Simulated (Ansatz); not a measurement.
**PtC (model structure, P-6m2, No. 187, 2 atoms in the cell)**

All values below come from r²SCAN+rVV10 (Ansatz, a program for electronic structure, PAW).

Numerical settings: plane-wave cutoff 560 eV, 24×24×20 k mesh (along the axes of the cell as run), Fermi–Dirac smearing 0.05 eV, scalar-relativistic PAW data made under PBE.

Cell (relaxed at this level):

Space group P-6m2 (No. 187); a = b = 2.9933 Å, c = 2.8616 Å, α = β = 90.00°, γ = 120.00°

| atom | site | symmetry | x | y | z |
|---|---|---|---|---|---|
| Pt | 1a | -6m2 | 0.0000 | 0.0000 | 0.0000 |
| C | 1d | -6m2 | 0.3333 | 0.6667 | 0.5000 |

```json
{
  "band_gap": "zero (no gap)"
}
```

Note: the relaxation could raise the start's symmetry but not lower it, so the cell can be a saddle point.

Spin–orbit coupling is not included; it can open a gap where bands touch, and shift volumes and moduli.

Static lattice: no zero-point or thermal effects.

The result took about 4 core-minutes (a rough figure).

A model structure was made by putting elements into a prototype or built by hand; it is no filed structure, need not be a known phase, and can be a saddle point held by its symmetry.
